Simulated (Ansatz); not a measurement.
Take InP in the zinc blende structure (space group F-43m, No. 216; a = 5.8269 Å) as the base. Axes: x, y, z lie along the cube axes.

Structures relaxed with LDA (Ansatz, a quantum-chemistry and plane-wave program; PAW; 420 eV plane waves; spin-orbit coupling left out).

Base:

Simulated powder pattern, Cu Kα, λ = 1.54184 Å (kinematic, ideal powder, no thermal factors, no anomalous dispersion; the 14 strongest lines at most, above 2 %, up to 2θ = 90°):

```
2θ (°)  I/Imax (%)    hkl
------  ----------  -----
26.49          100  (111)
30.69           26  (200)
43.95           55  (220)
52.05           45  (311)
54.56          6.8  (222)
63.90          8.7  (400)
70.44           18  (331)
72.55          8.3  (420)
80.80           18  (422)
86.86           14  (511)
```

After one change:

Simulated powder pattern, Cu Kα, λ = 1.54184 Å (kinematic, ideal powder, no thermal factors, no anomalous dispersion; the 14 strongest lines at most, above 2 %, up to 2θ = 90°):

| 2θ (°) | I/Imax (%) |
|---|---|
| 26.63 | 100 |
| 30.69 | 17 |
| 31.17 | 8.3 |
| 43.95 | 19 |
| 44.30 | 36 |
| 52.13 | 30 |
| 52.75 | 15 |
| 54.86 | 6.8 |
| 63.90 | 5.9 |
| 70.50 | 5.9 |
| 71.02 | 12 |
| 81.05 | 12 |
| 81.80 | 5.8 |
| 86.92 | 6.9 |

Q: Name the change that was made.
A) uniaxial strain ε_zz = +0.50 %
B) uniaxial strain ε_zz = +1.50 %
C) uniaxial strain ε_zz = −1.50 %
D) uniaxial strain ε_zz = −0.50 %

A: C, uniaxial strain ε_zz = −1.50 %. Its volume per atom is 24.36 Å³ against 24.73 Å³, and its space group is I-4m2 (No. 119).

No phonon test of stability was made.
